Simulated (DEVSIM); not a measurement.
Device: Pt/SiO2/p-Si capacitor, at 250 K.

Layer 1 from the left is SiO2, thickness (nm) 0.560. Layer 2 from the left is Si, thickness (nm) 15000, Na (cm⁻³) 1.4e15.

Metal gate on the left, work function 5.6 eV. Fixed charge at the semiconductor interface -1.1e11 cm⁻² (in units of +e); no interface traps.

This is a model device: material constants are rounded textbook-type values typed into the input, and sizes, dopings and lifetimes were drawn at random. Values at 300 K; Nc and Nv go as T^1.5, mobilities as T to minus their exponent, the gap by Varshni's rule with the affinity fixed.

SiO2: gap (eV) 9, affinity (eV) 0.9, permittivity 3.9. Si: gap (eV) 1.124, affinity (eV) 4.05, permittivity 11.7, Nc (cm⁻³) 2.86e19, Nv (cm⁻³) 3.1e19, Varshni α (eV/K) 0.000473, Varshni β (K) 636.

Model (solved in DEVSIM): 1D Poisson equation in equilibrium, Boltzmann statistics, complete ionisation; no quantum confinement or tunnelling. Metal contacts follow the ideal Schottky-Mott rule: no Fermi-level pinning, no interface dipoles.

What does the simulation give for the threshold voltage (band bending 2φF), the minimum of the low-frequency capacitance?

threshold voltage (band bending 2φF) 1.35 V; minimum of the low-frequency capacitance 0.0145 μF/cm².
